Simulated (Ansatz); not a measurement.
Structures of equal composition on the (111)A surface of 3C silicon carbide (Si plane on top): (√3x√3)R30° Sb adatom at H3; (√3x√3)R30° Sb adatom at T4. The slabs share one bottom face, and each structure is named by its start. These are constructed structures in small cells; real faces may alloy, dewet or reconstruct in larger ones, and not all known structures of the face are among them. Slabs of about 10 Å, Fermi-Dirac smearing of 0.025 eV. Bottom of the slabs: H caps. Relaxed from the named starts with such symmetry as they have, on meshes of like density; energies extrapolated to zero smearing; spin only where a row says so; no spin-orbit coupling, no U. Brackets mark spin-polarised runs, whose order is one that fits the cell. Where a second, spin-polarised start was run, the lower counts.

These are r2SCAN, at the PBE geometry (plane waves to 500 eV, PAW; Ansatz, a program for electronic structure) values and carry that method's errors.

Task: Put the candidates in order of energy per 1x1 cell, lowest first, for r2SCAN, at the PBE geometry.

Result: (√3x√3)R30° Sb adatom at T4 (0.000 eV, gap 1.89 eV on the mesh), (√3x√3)R30° Sb adatom at H3 (0.117 eV, gap 1.64 eV on the mesh)
